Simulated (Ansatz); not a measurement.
# Short convergence ladders for the (110) slab of NiPt (cut from a parent of space group no. 123; 10 atoms in the cell)

```yaml
crystal:
  lattice:
    - [3.56043, 0.00000, 0.00000]
    - [0.00000, 3.81327, 0.00000]
    - [0.00000, 0.00000, 21.62649]
  atoms:
    - { symbol: Ni, position: [0.50000, 0.25000, 0.32368], spin: 2.0 }
    - { symbol: Pt, position: [0.00000, 0.75000, 0.32368] }
    - { symbol: Ni, position: [0.50000, 0.75000, 0.41184], spin: 2.0 }
    - { symbol: Pt, position: [0.00000, 0.25000, 0.41184] }
    - { symbol: Ni, position: [0.50000, 0.25000, 0.50000], spin: 2.0 }
    - { symbol: Pt, position: [0.00000, 0.75000, 0.50000] }
    - { symbol: Ni, position: [0.50000, 0.75000, 0.58816], spin: 2.0 }
    - { symbol: Pt, position: [0.00000, 0.25000, 0.58816] }
    - { symbol: Ni, position: [0.50000, 0.25000, 0.67632], spin: 2.0 }
    - { symbol: Pt, position: [0.00000, 0.75000, 0.67632] }
```
(The spins are starting values, not results.)

Base method: PBEsol, default PAW files made with PBE (plane waves; Ansatz, a quantum-chemistry and plane-wave program).

Base settings: basis.ecutwfc = 420 eV; kpoints.mp_grid.grid = 4 4 1; hamiltonian.xc = pbesol; hamiltonian.pseudopotentials = {kind: paw} (the program's default PAW files); magnetization.spin_polarized = true; scf.occupations.method = fermi_dirac; scf.occupations.width = 0.1 eV.

The count of work is k-points × plane waves × bands × iterations; it is no time. Core times come from one kind of shared machine, to one figure; runs under 30 s give none.

**The vacuum**

The mesh stays at the base's, so the ladder's end is converged at best in this setting alone.

Only quantities that move along the ladder and can be compared are tabulated.

These are the values that this program gave, and no reference: magnetic slabs can end in a higher state.

| vacuum between outermost atoms (Å) | free energy less the last step's (meV/atom) | largest difference of a force vector from the last step's (eV/Å) | net moment (μB/atom) | count of work / last | core time / last (rough) |
|---|---|---|---|---|---|
| 3.0 | -168.71 | 1.496 | 0.470 | 0.31 | 0.3 |
| 4.0 | -36.67 | 0.431 | 0.530 | 0.36 | 0.3 |
| 5.0 | -5.90 | 0.080 | 0.531 | 0.41 | 0.3 |
| 6.0 | -0.95 | 0.009 | 0.527 | 0.29 | 0.3 |
| 7.0 | -0.23 | 0.002 | 0.527 | 0.31 | 0.3 |
| 10.0 | -0.01 | 0.000 | 0.528 | 0.37 | 0.3 |
| 14.0 | 0.00 | 0.000 | 0.528 | 0.46 | 0.4 |
| 20.0 | 0.00 | 0.000 | 0.528 | 0.58 | 0.5 |
| 30.0 | 0.00 | 0.000 | 0.528 | 1.0 | 1 |

Smallest vacuum between outermost atoms (Å) that holds the forces within 0.01 eV/Å of the last step, with all finer ones: 6.0, at 0.29 of the last step's count of work and about 0.3 of the last step's time; the step before is off by 0.080 eV/Å.

Smallest vacuum between outermost atoms (Å) that holds the net moment within 0.01 μB/atom of the last step, with all finer ones: 4.0, at 0.36 of the last step's count of work and about 0.3 of the last step's time; the step before is off by 0.057 μB/atom.

Smallest vacuum between outermost atoms (Å) that holds the free energy within 2 meV/atom of the last step, with all finer ones: 6.0, at 0.29 of the last step's count of work and about 0.3 of the last step's time; the step before is off by 5.9 meV/atom.

**The k-point mesh**

Only quantities that move along the ladder and can be compared are tabulated.

The magnetic state is not the same in all runs (site moments differ, or a search went on to a lower state), so steps between rows are not convergence errors alone.

These are the values that this program gave, and no reference: magnetic slabs can end in a higher state.

| kpoints.mp_grid.grid | free energy less the last step's (meV/atom) | largest difference of a force vector from the last step's (eV/Å) | net moment (μB/atom) |
|---|---|---|---|
| 2 2 1 | 73.25 | 0.150 | 0.322 |
| 3 2 1 | 44.37 | 0.086 | 0.164 |
| 3 3 1 | -28.41 | 0.123 | 0.463 |
| 4 4 1 | 11.93 | 0.020 | 0.528 |
| 6 6 1 | 0.99 | 0.010 | 0.488 |
| 8 7 1 | 0.83 | 0.010 | 0.501 |
| 11 10 1 | -0.08 | 0.002 | 0.492 |
| 13 12 1 | 0.01 | 0.001 | 0.489 |
| 17 16 1 | 0.00 | 0.000 | 0.492 |

Coarsest kpoints.mp_grid.grid that holds the free energy within 0.5 meV/atom of the last step, with all finer ones: 11 10 1; the step before is off by 0.83 meV/atom.

Coarsest kpoints.mp_grid.grid that holds the net moment within 0.02 μB/atom of the last step, with all finer ones: 6 6 1; the step before is off by 0.036 μB/atom.

Coarsest kpoints.mp_grid.grid that holds the forces within 0.005 eV/Å of the last step, with all finer ones: 11 10 1; the step before is off by 0.010 eV/Å.

**The plane-wave cutoff**

The mesh stays at the base's, so the ladder's end is converged at best in this setting alone.

Only quantities that move along the ladder and can be compared are tabulated.

These are the values that this program gave, and no reference: magnetic slabs can end in a higher state.

| basis.ecutwfc | free energy less the last step's (meV/atom) | largest difference of a force vector from the last step's (eV/Å) | net moment (μB/atom) | count of work / last | core time / last (rough) |
|---|---|---|---|---|---|
| 210 eV | 9098.03 | 0.299 | 0.513 | 0.12 | – |
| 250 eV | 1977.10 | 0.533 | 0.500 | 0.15 | 0.2 |
| 295 eV | 262.00 | 0.054 | 0.520 | 0.21 | 0.3 |
| 355 eV | 10.13 | 0.001 | 0.527 | 0.27 | 0.3 |
| 420 eV | 2.21 | 0.002 | 0.528 | 0.35 | 0.4 |
| 505 eV | 0.67 | 0.000 | 0.528 | 0.47 | 0.4 |
| 630 eV | 0.27 | 0.000 | 0.528 | 0.65 | 0.7 |
| 840 eV | 0.00 | 0.000 | 0.528 | 1.0 | 1 |

Coarsest basis.ecutwfc that holds the forces within 0.01 eV/Å of the last step, with all finer ones: 355 eV, at 0.27 of the last step's count of work and about 0.3 of the last step's time; the step before is off by 0.054 eV/Å.

Coarsest basis.ecutwfc that holds the net moment within 0.02 μB/atom of the last step, with all finer ones: 295 eV, at 0.21 of the last step's count of work and about 0.3 of the last step's time; the step before is off by 0.028 μB/atom.

Coarsest basis.ecutwfc that holds the free energy within 2 meV/atom of the last step, with all finer ones: 505 eV, at about 0.4 of the last step's time; the step before is off by 2.2 meV/atom.

On the base run: the starting cell comes from a database of computed structures (which also holds hypothetical and non-ambient phases and stackings), without a prior relaxation at this level. The slab is cut from that crystal, and its faces are unrelaxed. Its lattice was rescaled by up to half a per cent. The magnetic order is the one reached from the typed start; others were not searched systematically. Without a gap this mesh is coarse (it stands for a supercell whose shortest in-plane vector is 14 Å).

Keys are those of Ansatz 0.2.
